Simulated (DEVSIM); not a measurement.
System: Mo/HfO2/p-Si capacitor, at 400 K.

Layer 1 from the left is HfO2, thickness (nm) 7.40. Layer 2 from the left is Si, thickness (nm) 1000, Na (cm⁻³) 3.3e17.

Metal gate on the left, work function 4.6 eV. Fixed charge at the semiconductor interface 7.3e11 cm⁻² (in units of +e); no interface traps.

The device is made up for the run: typed textbook-type constants, with dimensions and the other settings drawn at random. Values at 300 K; Nc and Nv go as T^1.5, mobilities as T to minus their exponent, the gap by Varshni's rule with the affinity fixed.

HfO2: gap (eV) 5.7, affinity (eV) 2.5, permittivity 22. Si: gap (eV) 1.124, affinity (eV) 4.05, permittivity 11.7, Nc (cm⁻³) 2.86e19, Nv (cm⁻³) 3.1e19, Varshni α (eV/K) 0.000473, Varshni β (K) 636.

Estimate by hand the flat-band voltage, the threshold voltage, and compare with a numerical solution.


- Flat-band voltage: C = 2.63 μF/cm², work-function difference -0.375 V; VFB = φms − qNf/C = -0.42 V; numerical -0.42 V.
- Threshold voltage: φF = 0.378 V, depletion charge √(4εqNφF) = 2.88e-7 C/cm²; VT = VFB + 2φF + Qd/C = 0.45 V; numerical 0.45 V.

DEVSIM, 1D Poisson equation in equilibrium, Boltzmann statistics, complete ionisation; no quantum confinement or tunnelling. Metal contacts follow the ideal Schottky-Mott rule: no Fermi-level pinning, no interface dipoles.
